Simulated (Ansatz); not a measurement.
System: InSe (P6₃/mmc, No. 194; cell taken from a computed entry). Method: HSE06 (PAW; Ansatz, a quantum-chemistry and plane-wave program).

Numerical settings: plane-wave cutoff 460 eV, 6×6×2 k mesh (along the axes of the cell as run), Fermi–Dirac smearing 0.01 eV, scalar-relativistic PAW data made under PBE.

Cell (relaxed with PBEsol):

```
InSe
1.0
    4.00573     0.00000     0.00000
   -2.00287     3.46907     0.00000
    0.00000     0.00000    16.99831
In Se
4 4
Direct
  0.33333   0.66667   0.33167
  0.66667   0.33333   0.66833
  0.66667   0.33333   0.83167
  0.33333   0.66667   0.16833
  0.33333   0.66667   0.59308
  0.66667   0.33333   0.40692
  0.66667   0.33333   0.09308
  0.33333   0.66667   0.90692
```

**Question.** Give the computed band gap.

**Answer.** 
- band gap = 1.29 eV (on the SCF k mesh)

Measured, for comparison: band gap 1.17 eV (temperature not stated, no zero-point or thermal correction; as tabulated in Kim et al. (2020), doi:10.1038/s41597-020-00723-8).

Note: the cell comes from a level without a dispersion term, which matters for the spacing of layers, chains or molecules; cell and atoms aren't relaxed at this level (largest force component 0.15 eV/Å, pressure 0.8 GPa); the cell has widely spaced layers and the level no dispersion term, so their spacing and the moduli can rest on weak binding.

Spin–orbit coupling is not included.

Computed values are for the static lattice.

Cost on a shared machine: very roughly 7 core-minutes.
